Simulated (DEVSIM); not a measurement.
Structure: abrupt Si p-n junction, at 300 K.

Layer 1 from the left is Si, thickness (μm) 0.180, Na (cm⁻³) 2.1e18, τn (s) 4.9e-7, τp (s) 4.9e-7. Layer 2 from the left is Si, thickness (μm) 38.0, Nd (cm⁻³) 9.8e16, τn (s) 4.9e-7, τp (s) 4.9e-7.

Left contact: ohmic. Right contact: ohmic. Voltage is applied to the left contact. Recombination: SRH at mid-gap, radiative, Auger. Mobility is constant in doping.

The device is made up for the run: typed textbook-type constants, with dimensions and the other settings drawn at random. Values at 300 K.

Si: gap (eV) 1.124, affinity (eV) 4.05, permittivity 11.7, Nc (cm⁻³) 2.86e19, Nv (cm⁻³) 3.1e19, μn (cm²/Vs) 1417, μp (cm²/Vs) 470, B (cm³/s) 4.7e-15, Cn (cm⁶/s) 2.8e-31, Cp (cm⁶/s) 9.9e-32.

DEVSIM, 1D drift-diffusion, Boltzmann statistics, complete ionisation; no tunnelling, impact ionisation, image-force lowering or self-heating.

Dark forward current:

| |V| (V) | |J| (A/cm²) |
|---|---|
| 0.05 | 2.624e-9 |
| 0.10 | 9.752e-9 |
| 0.15 | 3.238e-8 |
| 0.20 | 1.176e-7 |
| 0.25 | 5.118e-7 |
| 0.30 | 2.700e-6 |
| 0.35 | 1.634e-5 |
| 0.40 | 0.0001065 |
| 0.45 | 0.0007178 |
| 0.50 | 0.004909 |
| 0.55 | 0.03376 |
| 0.60 | 0.2325 |
| 0.65 | 1.591 |
| 0.70 | 10.39 |
| 0.75 | 54.58 |
| 0.80 | 180.7 |
| 0.85 | 400.1 |
| 0.90 | 706.8 |
| 0.95 | 1100 |
| 1.00 | 1581 |
| 1.05 | 2151 |

Work out the local ideality factor n = ΔV / (kT/q · ln(J2/J1)) between the rows 0.15 and 0.20 V, 0.55 and 0.60 V, 1.00 and 1.05 V.

kT/q = 25.85 mV. From 0.15 to 0.20 V: ln(1.176e-7/3.238e-8) = 1.290, n = 1.50. From 0.55 to 0.60 V: ln(0.2325/0.03376) = 1.930, n = 1.00, near the 1 of diffusion or emission over a barrier. From 1.00 to 1.05 V: ln(2151/1581) = 0.308, n = 6.28.

Estimate the current at 0.50 V from the Shockley equation with J0 = Σ q ni² D/(N L) coth(W/L), τ joining the SRH, radiative and Auger lifetimes that are on, and W taken as the whole layer.

ni² = 1.16e20 cm⁻⁶; electrons in the p layer: μ = 1420 cm²/Vs, D = 36.6 cm²/s, τ = 4.02e-7 s, L = 38.4 μm, W/L = 0.0047, term 1.80e-11 A/cm²; holes in the n layer: μ = 470 cm²/Vs, D = 12.1 cm²/s, τ = 4.89e-7 s, L = 24.4 μm, W/L = 1.6, term 1.03e-12 A/cm². J0 = 1.90e-11 A/cm², and J = J0 exp(qV/kT) = 0.00478 A/cm². The simulation gives 0.00491 A/cm²; the estimate lies 2.6 % below. The estimate leaves out recombination in the depletion region and that region's share of W.
